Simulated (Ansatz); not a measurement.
Base system: BaTiO3 (space group P4mm, No. 99; a = 3.9728 Å, c = 4.1123 Å). Axes: x, y, z lie along a, b, c of the conventional cell.

All numbers come from Kohn–Sham DFT with the r2SCAN functional, run in Ansatz (an electronic-structure program) with PAW and 500 eV plane waves, without spin-orbit coupling, earlier PAW set.

Strains are applied to the cell and any free atomic positions relax; under biaxial strain the out-of-plane vector relaxes too; under stress the whole cell relaxes.

One change was made to it. Results:

```tsv
quantity	base	after
energy relative to the base (free energy F)	0 meV/atom	+0.4 meV/atom
width of the top valence band	1.30 eV	1.22 eV
volume per atom	12.98 Å³	12.90 Å³
```

Task: Which change produced these results?
A. isotropic strain +3.88 %
B. biaxial strain −0.74 %, plane normal [001], relaxed out of plane
C. uniaxial stress, 1 GPa compression along z

Result: C, uniaxial stress, 1 GPa compression along z. For comparison, the width of the top valence band in the other runs: isotropic strain +3.88 % gives 1.46 eV; biaxial strain −0.74 %, plane normal [001], relaxed out of plane gives 1.40 eV.

The levels and masses belong to the bands next to the band gap. Stability under load was not tested beyond the relaxation. The final runs are not spin-polarised.
